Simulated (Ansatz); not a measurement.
Start from W2N in the anti-CdI2 type structure (space group P-3m1, No. 164; a = 2.8031 Å, c = 5.2989 Å; a hypothetical phase, not in the database extracts checked; relaxed with 0.1 eV smearing). Axes: x lies along a and z along c of the hexagonal cell.

The change: compressive biaxial strain of 0.68 % in the plane normal to [001], as in epitaxy on a mismatched substrate; the out-of-plane cell vector and the atoms relax.

Levels (all Ansatz, a first-principles code, PAW): PBEsol (420 eV, no spin-orbit coupling); r2SCAN (500 eV, without spin-orbit coupling).

The geometry is relaxed with PBEsol.

| Property | Value |
|---|---|
| PBEsol pressure | 2.3 GPa |

Problem. What does r2SCAN give at this geometry for the pressure?

Solution. The pressure rises by 4.9 GPa (2.3 GPa → 7.2 GPa).

Single points use the geometry relaxed with PBEsol. Their cutoffs differ, which shifts pressures a little. Whether these cells are dynamically stable was not tested. The final runs are not spin-polarised. An odd electron count without spin: W2N.
